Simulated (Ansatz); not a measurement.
Data:

```
ZnSe
1.0
    0.02394     2.78375     2.78375
    2.78375     0.02394     2.78375
    2.80769     2.80769     0.00000
Zn Se
1 1
Cartesian
  0.00000   0.00000   0.00866
  1.40385   1.40385   1.38322
```

No spin polarisation.

Computed with plane-wave PAW DFT at the LDA level (Ansatz, an electronic-structure program, 420 eV), no spin-orbit coupling. Γ-centred 10×10×10 mesh, Fermi–Dirac width 0.05 eV.

Q: Predict the stress, band gap and gap character.

A: 
* **Stress (xx, yy, zz, yz, xz, xy; compression positive)**: (0.00, 0.00, -0.01, 0.00, 0.00, -0.74) GPa
* **Band gap**: 1.19 eV
* **Gap character**: direct at Γ

The cells carry an imposed strain or load. Stability against distortions was not tested. The cell was made from ZnSe in the zinc blende structure (space group F-43m, No. 216) by this change: tensor shear ε_xy = +0.86 %.
